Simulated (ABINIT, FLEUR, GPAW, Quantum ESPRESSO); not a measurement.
**Bulk modulus against equilibrium volume of hcp Sc (space group 194) over programs and functionals**

Each row is a third-order Birch-Murnaghan fit to seven to nine volumes of hcp Sc (space group 194) in one program and functional, each with its own basis, cutoff and mesh; V0 is in Å^3/atom and B0 in GPa. Along one equation of state d ln B/d ln V = -B', so if levels differed mainly by where they put the minimum, ln B0 would fall on a line in ln V0 with a slope near -B0'.

| program, functional, potentials | ln V0 | ln B0 | V0 (Å^3/atom) | B0 (GPa) |
|---|---|---|---|---|
| Quantum ESPRESSO, LDA, GBRV | 3.116 | 4.116 | 22.56 | 61.3 |
| FLEUR, LDA, all-electron | 3.120 | ? | 22.65 | ? |
| Quantum ESPRESSO, PBEsol, GBRV | 3.164 | 4.046 | 23.67 | 57.2 |
| ABINIT, PBEsol, PseudoDojo | 3.165 | 4.047 | 23.69 | 57.2 |
| GPAW, PBEsol, PAW | 3.165 | 4.051 | 23.69 | 57.5 |
| GPAW, PBE, PAW | 3.204 | 3.997 | 24.64 | 54.5 |
| Quantum ESPRESSO, PBE, PSlibrary PAW | 3.205 | 3.998 | 24.65 | 54.5 |
| Quantum ESPRESSO, PBE, GBRV | 3.205 | 3.994 | 24.67 | 54.2 |
| FLEUR, PBE, all-electron | 3.206 | 3.994 | 24.68 | 54.3 |
| ABINIT, PBE, PseudoDojo | 3.206 | 3.993 | 24.68 | 54.2 |

Fit ln B0 of the 9 rows that show it with a straight line. With u = ln V0 - 3.182, the rows have u = -0.066000, -0.018000, -0.017000, -0.017000, 0.022000, 0.023000, 0.023000, 0.024000, 0.024000. Means: u -0.00022222, ln B0 4.0262. About the means, the sum of products is -0.010660 and the sum of squares of u is 0.0079516; the slope is their ratio. Least squares gives ln B0 = 4.0259 - 1.341·u. Residuals (row less fit): 0.0016, -0.0040, -0.0017, 0.0023, 0.0006, 0.0029, -0.0011, 0.0003, -0.0007; standard error 0.0023 (degrees of freedom: 7). The slope is -1.3; the rows' own B0' run from 3.3 to 3.4, so the line is flatter than -B0': at one and the same volume the levels with the larger V0 are the stiffer ones.

Task: Estimate the missing ln B0 (ln V0 = 3.120); what did the run itself give?

Result: u = -0.062000, so ln B0 = 4.0259 - 1.341 × (-0.062000) = 4.1090. The calculation gives 4.128, 0.0190 above the prediction (14.1 % of the range of ln B0 in the table). The row lies between fitted rows. From the scatter of the fitted rows alone, a prediction at this place has a standard error of 0.0029, so the miss is 6.5 times that.

The shape of the cell and the inner coordinates aren't relaxed, so V0 and B0 belong to this uniform scaling; a relaxed crystal lies no higher in energy and is usually softer. The runs keep the symmetry of the cell, so they don't test it for distortions. FLEUR's values depend on its sphere radii, cutoffs and local orbitals, which need not be converged. Spin polarisation is off; occupations are Fermi-Dirac, smeared by 0.05 eV in metals and 0.01 eV otherwise. Left out as too noisy or not bracketing the minimum: 2 further scans. Cutoffs and mesh are single choices, not tested for convergence of this quantity. No row is a reference.

Levels can differ in more than their V0, in stiffness at a given volume too, which may be the cause here.
